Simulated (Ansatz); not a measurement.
ZnS: point defects

The reference is a 16-atom supercell of ZnS in the wurtzite structure (space group P6_3mc, No. 186; a = 3.845 Å, c = 6.306 Å) at its relaxed geometry.

One neutral defect a cell, atoms relaxed at fixed cell.

Level of theory: PBE in Ansatz (plane waves to 420 eV, PAW, scalar-relativistic without spin-orbit coupling).

```json
[
 {"change": "perfect supercell", "pressure": "0.0 GPa", "largest displacement of a host atom from its site in the perfect cell": "–"},
 {"change": "P on a S site, symmetric start", "pressure": "0.2 GPa", "largest displacement of a host atom from its site in the perfect cell": "0.03 Å"},
 {"change": "Zn on a S site (antisite)", "pressure": "1.9 GPa", "largest displacement of a host atom from its site in the perfect cell": "0.28 Å"},
 {"change": "H interstitial (started 2.46 Å from the nearest host atom)", "pressure": "0.5 GPa", "largest displacement of a host atom from its site in the perfect cell": "0.15 Å"},
 {"change": "Si on a Zn site", "pressure": "2.4 GPa", "largest displacement of a host atom from its site in the perfect cell": "0.29 Å"}
]
```

The magnetic state is the one reached from the starting moments; the real material's order can differ, and small cells can't hold many antiferromagnetic ones. The cell is small, so the values are those of an ordered compound at a high defect concentration; dilute-limit values will differ. A case with no gap was solved on a k-mesh chosen for an insulator, which is coarse for it. Defects with a symmetric start kept the site's symmetry and may sit on a saddle; the others started slightly shaken. Starting moments died away, wholly or in part, for P on a S site, Zn on a S site (antisite) and Si on a Zn site; another magnetic solution may exist.

Ansatz is a quantum-chemistry and plane-wave program.
